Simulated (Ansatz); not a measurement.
LaBr$_{3}$ in the ReO3 type structure (space group Pm-3m, No. 221; a hypothetical phase, not in the database extracts checked)

Space group Pm-3m (No. 221); a = b = c = 5.885 Å, α = β = γ = 90.00°

| atom | site | symmetry | x | y | z |
|---|---|---|---|---|---|
| La | 1a | m-3m | 0.0000 | 0.0000 | 0.0000 |
| Br | 3d | 4/mm.m | 0.0000 | 0.0000 | 0.5000 |

All numbers come from DFT with PBE, PAW potentials and a 420 eV plane-wave cutoff in Ansatz (a program for electronic structure), no SOC. k-mesh 6×6×6 (Γ-centred); smearing 0.05 eV (Fermi–Dirac).

- Volume per atom: 50.96 Å³
- Density: 3.08 g/cm³
- Band gap: 3.38 eV, direct at R
- Total energy: -3651.851 eV/atom (σ→0; compares only within this code and set-up)

Stability against distortions was not tested.
